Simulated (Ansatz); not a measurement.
An Ansatz (a program for electronic structure) input (PBEsol (Ansatz, PAW, no spin-orbit coupling)):

Ansatz 0.2 input:
```yaml
crystal:
  lattice:
    - [2.7290252233, 0, 0.0545805045]
    - [-1.3645126116, 2.363405171, -0.0272902522]
    - [0.0861812315, 0, 4.3090615765]
  atoms:
    - { symbol: Os, position: [0.6666666667, 0.3333333333, 0.75] }
    - { symbol: Os, position: [0.3333333333, 0.6666666667, 0.25] }
basis: { ecutwfc: 420, ecutrho_ratio: 4, xc_grid: 2, fft_grid_basis: typed }
kpoints: { mp_grid: { grid: [24, 24, 14] } }
hamiltonian:
  xc: pbesol
  dispersion: none
  pseudopotentials: { kind: paw }
scf: { occupations: { method: fermi_dirac, width: 0.1 }, convergence: { dr2_threshold: 0.0000000002 } }
relax: { f_tol: 0.005, max_steps: 50 }
output: { forces: true, stress: true }
checkpoint: { write: state.ck, write_every: 1000 }
```

Q: Which symmetry and how many k-points will the program report, and about how many plane waves at Γ?

A: Space group C2/c (ITA 15) with 4 operations, k-points 2114 of 8064, and 549 plane waves at Γ.

Q: And the final pressure?

A: 0.66 GPa (compression positive).

The cells carry an imposed strain or load. No phonon test of stability was made. The final runs are not spin-polarised. The cell was made from Os in the hcp (Mg type) structure (space group P6_3/mmc, No. 194) by this change: tensor shear ε_xz = +2.00 %.
